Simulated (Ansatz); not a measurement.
```
AlBaGeH
1.0
    4.29064     0.00000     0.00000
   -2.14532     3.71580     0.00000
    0.00000     0.00000     5.02830
Ba Al Ge H
1 1 1 1
Direct
  0.33333   0.66667   0.09765
  0.00000   0.00000   0.63563
  0.66667   0.33333   0.55256
  0.00000   0.00000   0.98016
```

Relaxed-ion tensors in this frame from Ansatz (a first-principles code), LDA functional, plane-wave PAW. Proper piezoelectric stress tensor e (C/m²):

```
 0.00   0.00   0.00   0.00  -0.17   0.20
 0.20  -0.20   0.00  -0.17   0.00   0.00
 0.26   0.26   0.43   0.00   0.00   0.00
```

Stiffness C (GPa):

```
  138   32.1   28.8  -18.2    0.0    0.0
 32.1    138   28.8   18.2    0.0    0.0
 28.8   28.8   66.1    0.0    0.0    0.0
-18.2   18.2    0.0   46.8    0.0    0.0
  0.0    0.0    0.0    0.0   46.8  -18.2
  0.0    0.0    0.0    0.0  -18.2   52.8
```

The cell is a database entry relaxed within its symmetry; it need not be the phase found at ambient conditions.

Question: Obtain the piezoelectric strain tensor d.

Answer: d = e S with S = C⁻¹, in pC/N:

```
 0.0   0.0   0.0   0.0  -2.5   2.9
 1.5  -1.5   0.0  -2.5   0.0   0.0
 0.5   0.5   6.1   0.0   0.0   0.0
```
Away from Γ the polar cell without biaxial strain shows no imaginary mode on a 2×2×2 mesh.
